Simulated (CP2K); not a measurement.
Input and output of a self-consistent single point for WSe2 (P6_3/mmc, 6 atoms in the cell) (CP2K).

Method: PBE, GPW, DZVP-MOLOPT-SR-GTH basis, GTH-PBE potentials (GTH_POTENTIALS) run with CP2K.

The change in words: lattice scaled by 0.98. Reference geometry:
```yaml
crystal:
  lattice:
    - [3.32259, 0.00000, 0.00000]
    - [-1.66129, 2.87744, 0.00000]
    - [0.00000, 0.00000, 13.74818]
  atoms:
    - { symbol: W, position: [0.66667, 0.33333, 0.75000] }
    - { symbol: W, position: [0.33333, 0.66667, 0.25000] }
    - { symbol: Se, position: [0.33333, 0.66667, 0.87100] }
    - { symbol: Se, position: [0.66667, 0.33333, 0.12900] }
    - { symbol: Se, position: [0.66667, 0.33333, 0.37100] }
    - { symbol: Se, position: [0.33333, 0.66667, 0.62900] }
```

Reference input (self-consistent single point, DFT PBE, GPW, DZVP-MOLOPT-SR-GTH basis, GTH-PBE potentials (GTH_POTENTIALS)): CUTOFF = 500 Ry; REL_CUTOFF = 40 Ry; KPOINTS/SCHEME = MONKHORST-PACK 6 6 2; GAMMA_CENTERED = T; XC_FUNCTIONAL = PBE; W/BASIS_SET = DZVP-MOLOPT-SR-GTH; W/POTENTIAL = GTH-PBE-q14; Se/BASIS_SET = DZVP-MOLOPT-SR-GTH; Se/POTENTIAL = GTH-PBE-q6; METHOD = GPW; EPS_DEFAULT = 1e-10; NGRIDS = 5. This run's input differs from it in these lines:

```diff
@@ -60,4 +60,4 @@
     &CELL
-      ABC 3.32258600 3.32258610 13.74818000
-      ALPHA_BETA_GAMMA 90.00000000 90.00000000 119.99999898
+      ABC 3.25613400 3.25613421 13.47321600
+      ALPHA_BETA_GAMMA 90.00000000 90.00000000 119.99999791
       PERIODIC XYZ
```

Output (repeated stretches shortened):

```
 SCF WAVEFUNCTION OPTIMIZATION

  Step     Update method      Time    Convergence         Total energy    Change
     1 NoMix/Diag. 0.30E+00      -     1.52149735      -175.5640440658 -1.76E+02
     2 Broy./Diag. 0.30E+00      -     0.02533646      -174.9285912233  6.35E-01
     3 Broy./Diag. 0.30E+00      -     0.02033554      -174.4229275668  5.06E-01
     4 Broy./Diag. 0.30E+00      -     0.01655365      -174.1378801138  2.85E-01
     5 Broy./Diag. 0.30E+00      -     0.00280726      -174.2573204006 -1.19E-01
     6 Broy./Diag. 0.30E+00      -     0.00585605      -174.3003793215 -4.31E-02
   [... 3 lines left out ...]
    10 Broy./Diag. 0.30E+00      -     0.00008460      -174.3228607071  2.87E-04
    11 Broy./Diag. 0.30E+00      -     0.00000733      -174.3229004851 -3.98E-05
    12 Broy./Diag. 0.30E+00      -     0.00000848      -174.3229031028 -2.62E-06
    13 Broy./Diag. 0.30E+00      -     0.00000082      -174.3229108601 -7.76E-06
  *** SCF run converged in    13 steps ***

  Overlap energy of the core charge distribution:               0.00000005228144
  Self energy of the core charge distribution:               -284.43021706525235
  Core Hamiltonian energy:                                     62.70218496284424
  Hartree energy:                                              71.34681600559979
  Exchange-correlation energy:                                -23.94169481554215

  Total energy:                                              -174.32291086006902

 ENERGY| Total FORCE_EVAL ( QS ) energy [hartree]           -174.322912413987410

 FORCES| Atomic forces [hartree/bohr]
 FORCES|   Atom     x               y               z               |f|
 FORCES|      1  3.02658645E-05 -1.75639132E-05  2.09594789E-08   3.49930570E-05
   [... lines left out ...]

 STRESS| Analytical stress tensor [bar]
 STRESS|                        x                   y                   z
 STRESS|      x        9.79984914713E+04  -2.84263865694E+01  -1.83435924007E-07
 STRESS|      y       -2.84263865694E+01   9.79659622332E+04   5.25110055958E-02
 STRESS|      z       -1.83435924007E-07   5.25110055958E-02   1.28659949085E+05
 STRESS| 1/3 Trace                                             1.08208134263E+05
```

The run converged in 13 iterations. Against the reference run the free energy rises by 49.0 meV/atom, the pressure goes from 1.84 to 10.82 GPa, the largest force goes from 0.279 to 1.397 eV/Å and the gap on the mesh hardly changes (1.236 to 1.228 eV).

The starting cell comes from a database of computed structures (which also holds hypothetical and non-ambient phases and stackings), without a prior relaxation at this level. Its lattice was rescaled by a random factor within 2.5 % of one. For this run, on top of that: lattice scaled by 0.98. Spin-orbit coupling is off. Values carry the incompleteness of an atom-centred basis. With a pressure of about 11 GPa the cell is away from its equilibrium volume at this level. Forces in this geometry exceed 1 eV/Å.
